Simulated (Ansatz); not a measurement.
Ti2InN (P6_3/mmc), Ansatz (a quantum-chemistry and plane-wave program) with PBEsol, DFPT electron-phonon coupling, linearised Boltzmann equation: phonon-limited resistivity 31.8 μΩ·cm at 300 K along y (a = (3.05, 0.00, 0.00) Å; b = (-1.53, 2.64, 0.00) Å; c = (0.00, 0.00, 13.88) Å), current-weighted mean free path 8.0 nm, Drude plasma energy 3.23 eV.

Q: What is the classical skin depth at 100 GHz (nonmagnetic, μ₀ = 1.257×10⁻⁶ H/m)?

A: δ = √(ρ/(π f μ₀)) = 898 nm.

Q: What Drude relaxation time do resistivity and plasma energy imply?

A: ω_p = 4.91e15 s⁻¹, so τ = 1/(ε₀ ω_p² ρ) = 14.7 fs, a damping ħ/τ of 44.6 meV.

Q: Estimate the resistivity of a 40 nm square wire with diffuse walls from ρ ≈ ρ₀(1 + 3ℓ/4d).

A: 1 + 0.75 × 8.0/40 = 1.15, so ρ ≈ 36.6 μΩ·cm and a line 1 μm long has 229 Ω. The formula is the free-electron limit for d well above ℓ; grain boundaries add to it.

A metal at this level (no band gap). Only scattering by harmonic phonons is included (no impurities, grain boundaries, electron-electron scattering or thermal expansion). Spin-orbit coupling is left out. Halving the electron mesh (32x32x8) moves the resistivity by up to 3 % at 300 K, the mean free path by up to 6 %. Smearing 0.20 eV; phonons on a 5x5x1 q mesh, which this run doesn't test.

Computed structure with no diffraction record at hand here (it may be known, metastable or hypothetical): Ti2InN (P6_3/mmc).
